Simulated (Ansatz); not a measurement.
Reference: InP (F-43m), PBEsol with spin-orbit coupling, rigid bands (plane waves, PAW; Ansatz, an electronic-structure program); axes and stresses refer to this cell.

```xyz
2
Lattice="0.0000 2.9392 2.9392 2.9392 0.0000 2.9392 2.9392 2.9392 0.0000" Properties=species:S:1:pos:R:3 pbc="T T T"
In     0.0000     0.0000     0.0000
P      1.4696     1.4696     1.4696
```

The hole conductivity mass is 0.56 mₑ and the Seebeck coefficient, n-type 1e19 cm⁻³ is -44 μV/K. The electron conductivity mass is 0.056 mₑ.

**Question.** Change: uniaxial stress along [111] of 2 GPa (compression positive). What happens to hole conductivity mass, Seebeck coefficient, n-type 1e19 cm⁻³, electron conductivity mass?

**Answer.** hole conductivity mass decreases to 0.32 mₑ; Seebeck coefficient, n-type 1e19 cm⁻³ rises in size to -45 μV/K; electron conductivity mass increases to 0.060 mₑ.

Masses are for dilute carriers at 300 K, harmonic means over directions unless an axis is named. Seebeck coefficients are for the stated density at 300 K, with one relaxation time for all states and whether or not that doping can be reached. Stresses and pressures are the targets of the relaxation.  The structure type is held under load, also where the real crystal would transform.
